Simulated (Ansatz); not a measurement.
## Rh: response to strain

Start from Rh in the fcc (Cu type) structure (space group Fm-3m, No. 225; a = 3.802 Å; relaxed with 0.1 eV smearing). Axes: x, y, z lie along the cube axes.

Strains are applied to the cell and any free atomic positions relax; under biaxial strain the out-of-plane vector relaxes too.

All numbers come from r2SCAN, PAW, 500 eV (Ansatz, an electronic-structure program; no spin-orbit coupling).

Notes on the quantities. energy relative to the base: free energy F.

```tsv
case	space group	energy relative to the base	shortest interatomic distance
base	Fm-3m (No. 225)	0 meV/atom	2.688 Å
biaxial strain +2.53 %, plane normal [001], relaxed out of plane	I4/mmm (No. 139)	+23 meV/atom	2.693 Å
isotropic strain −1.48 %	Fm-3m (No. 225)	+25 meV/atom	2.648 Å
isotropic strain −0.79 %	Fm-3m (No. 225)	+7.0 meV/atom	2.667 Å
isotropic strain +1.13 %	Fm-3m (No. 225)	+13 meV/atom	2.718 Å
isotropic strain +4.03 %	Fm-3m (No. 225)	+148 meV/atom	2.796 Å
uniaxial strain ε_xx = +3.24 %	I4/mmm (No. 139)	+19 meV/atom	2.688 Å
uniaxial strain ε_zz = −2.01 %	I4/mmm (No. 139)	+8.0 meV/atom	2.661 Å
tensor shear ε_xy = +0.27 %	Immm (No. 71)	+0.2 meV/atom	2.681 Å
tensor shear ε_yz = +0.42 %	Immm (No. 71)	+0.6 meV/atom	2.677 Å
```

Stability against distortions was not tested. The final runs are not spin-polarised. Rh lies near a magnetic instability that expansion can trigger; it was not tested.
